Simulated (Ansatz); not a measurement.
Effect of pressure 0.7 GPa on Rh2Si

Take Rh₂Si (space group Pnma, No. 62; a = 5.364 Å, b = 3.922 Å, c = 7.391 Å; a cell from a computed database, its experimental status unchecked) as the base.

Modification: a hydrostatic pressure of 0.7 GPa.

Level of theory: PBEsol in Ansatz (plane waves to 420 eV, PAW, no SOC). k-mesh 7×10×5 (Γ-centred); smearing 0.05 eV (Fermi–Dirac).

| quantity | base | changed | shift |
|---|---|---|---|
| volume per atom | 12.96 Å³ | 12.92 Å³ | -0.04 Å³ |
| shortest interatomic distance | 2.397 Å | 2.395 Å | -0.0014 Å |
| enthalpy H = E + PV relative to the base's energy | – | +0.06 eV/atom | – |
| band gap | zero | zero | – |

Final structure:

```xyz
12
Lattice="5.3565 0.0000 0.0000 0.0000 3.9188 0.0000 0.0000 0.0000 7.3857" Properties=species:S:1:pos:R:3 pbc="T T T"
Si     1.5154     0.9797     6.6111
Si     3.8412     2.9391     0.7746
Si     1.1629     2.9391     2.9182
Si     4.1936     0.9797     4.4674
Rh     2.8200     2.9391     5.9047
Rh     2.5365     0.9797     1.4809
Rh     5.2148     0.9797     2.2119
Rh     0.1418     2.9391     5.1738
Rh     4.4906     0.9797     6.8699
Rh     0.8659     2.9391     0.5157
Rh     3.5442     2.9391     3.1771
Rh     1.8124     0.9797     4.2086
```

Load acts through the strain it causes; cell and atoms are relaxed under it. Stability against distortions was not tested. The final runs are not spin-polarised.

Ansatz is a program for electronic structure.
